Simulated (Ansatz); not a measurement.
Ca: energy against strain

Ca (fcc, Fm-3m, 40.599 Å³/atom at rest) under an equal strain ε in the (111) plane with the normal axis free, as in a coherent film. PBEsol in Ansatz, a plane-wave DFT program (PAW, default set), 420 eV, 21×21×21 Γ-centred mesh, Fermi-Dirac smearing 0.10 eV; ions are relaxed within the symmetry of each cell.

Here s stands for strain and y for E less E0.

| strain (%) | E less E0 (meV/atom) |
|---|---|
| -1.25 | 1.65 |
| -0.83 | 0.70 |
| -0.42 | 0.16 |
| 0.00 | 0.00 |
| 0.42 | 0.22 |
| 0.83 | 0.79 |
| 1.25 | 1.73 |
| 2.50 | ? |

Task: Fit y against s with a parabola, and predict the withheld value at s = 2.50.

Result: Least squares gives y = 0.000 + 0.0412·s + 1.0819·s². Residuals (row less fit): 0.011, -0.011, -0.014, 0.000, 0.012, 0.010, -0.012; standard error 0.014 (degrees of freedom: 4). Twice the quadratic coefficient over the volume, 2 × 1.0819 meV × 10⁴ × 0.1602 / 40.599 Å³, is twice the biaxial elastic modulus of this plane = 85 ± 0.7 GPa. At the withheld row, y = 0.000 + 0.0412 × 2.50 + 1.0819 × 2.50² = 6.865 meV/atom. The calculation gives 6.54 meV/atom, 0.325 meV/atom below the prediction (5.0 % of the range of y in the table). The row lies outside the fitted rows, so this is an extrapolation. From the scatter of the fitted rows alone, a prediction at this place has a standard error of 0.055 meV/atom, so the miss is 5.9 times that.

One order more, fitted to all 13 runs of the series, follows each within 0.01, so the miss is the next term of a smooth law. In a metal these values are sensitive to mesh and smearing; energies are taken to zero smearing, stresses follow the free energy. Rows are the converged runs of the series near zero and its far end; series whose fitted rows scatter by over a few per cent of the range, as at a crossing or softening among them, aren't shown in this form. Most that stay on the fit to the last digits aren't either.
